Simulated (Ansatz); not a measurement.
Consider SiC in the zinc blende structure (space group F-43m, No. 216; a = 4.356 Å). Axes: x, y, z lie along the cube axes.

Structures relaxed with Ansatz (a quantum-chemistry and plane-wave program), r2SCAN, PAW, cutoff 500 eV, spin-orbit coupling left out.

Base:

Simulated powder pattern, Cu Kα1, λ = 1.54056 Å (kinematic, ideal powder, no thermal factors, no anomalous dispersion; the 14 strongest lines at most, above 2 %, up to 2θ = 90°):

```
2θ (°)  I/Imax (%)    hkl
------  ----------  -----
35.67          100  (111)
41.42           18  (200)
60.02           46  (220)
71.81           35  (311)
75.54          5.0  (222)
```

After one change:

Simulated powder pattern, Cu Kα1, λ = 1.54056 Å (kinematic, ideal powder, no thermal factors, no anomalous dispersion; the 14 strongest lines at most, above 2 %, up to 2θ = 90°):

| 2θ (°) | I/Imax (%) |
|---|---|
| 35.46 | 100 |
| 35.88 | 98 |
| 41.42 | 36 |
| 59.45 | 16 |
| 60.02 | 61 |
| 60.59 | 15 |
| 71.43 | 23 |
| 71.68 | 12 |
| 71.94 | 11 |
| 72.21 | 23 |
| 75.04 | 5.0 |
| 76.06 | 4.9 |

Problem. Which of these changes matches the shifts?
A) tensor shear ε_xy = +1.14 %
B) tensor shear ε_xy = +1.43 %
C) tensor shear ε_xy = +1.71 %
D) tensor shear ε_xy = +0.86 %

Solution. D, tensor shear ε_xy = +0.86 %. Its volume per atom is 10.33 Å³ against 10.33 Å³, and its space group is Imm2 (No. 44).

The cells carry an imposed strain or load. No phonon test of stability was made.
